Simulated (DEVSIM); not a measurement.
Device: GaN n+/n-/n+ resistor, at 350 K.

| layer (left to right) | material | thickness (μm) | Nd (cm⁻³) | τn (s) | τp (s) |
|---|---|---|---|---|---|
| 1 | GaN | 0.160 | 4.9e17 | 2.5e-8 | 2.5e-8 |
| 2 | GaN | 0.200 | 2.2e14 | 2.5e-8 | 2.5e-8 |
| 3 | GaN | 0.520 | 4.2e17 | 2.5e-8 | 2.5e-8 |

Left contact: ohmic. Right contact: ohmic. Voltage is applied to the left contact. Recombination: SRH at mid-gap, radiative. Mobility is μmin + (μ − μmin)/(1 + (N/Nref)^α).

Constants are typed, rounded textbook-type inputs, not results; the design itself was drawn at random and stands for no fabricated device. Values at 300 K; Nc and Nv go as T^1.5, mobilities as T to minus their exponent, the gap by Varshni's rule with the affinity fixed.

| parameter | GaN |
|---|---|
| gap (eV) | 3.43 |
| affinity (eV) | 4.1 |
| permittivity | 9.5 |
| Nc (cm⁻³) | 2.3e18 |
| Nv (cm⁻³) | 4.6e19 |
| μn (cm²/Vs) | 1200 |
| μp (cm²/Vs) | 100 |
| μn,min | 55 |
| μp,min | 3 |
| Nref,n | 2e17 |
| Nref,p | 3e17 |
| αn | 1 |
| αp | 2 |
| T exponent of μn | 1.5 |
| T exponent of μp | 2 |
| B (cm³/s) | 1e-11 |
| Varshni α (eV/K) | 0.00091 |
| Varshni β (K) | 830 |

DEVSIM, 1D drift-diffusion, Boltzmann statistics, complete ionisation; no tunnelling, impact ionisation, image-force lowering or self-heating.

Problem. Give the dark forward current.

Solution. 
| V (V) | J (A/cm²) |
|---|---|
| 0.05 | 3300 |
| 0.20 | 14000 |
| 0.35 | 27000 |
| 0.50 | 41000 |
| 0.65 | 56000 |
| 0.80 | 73000 |
| 0.95 | 92000 |
| 1.10 | 110000 |
| 1.25 | 130000 |
| 1.40 | 150000 |
| 1.55 | 170000 |
| 1.70 | 200000 |
| 1.85 | 220000 |
| 2.00 | 240000 |
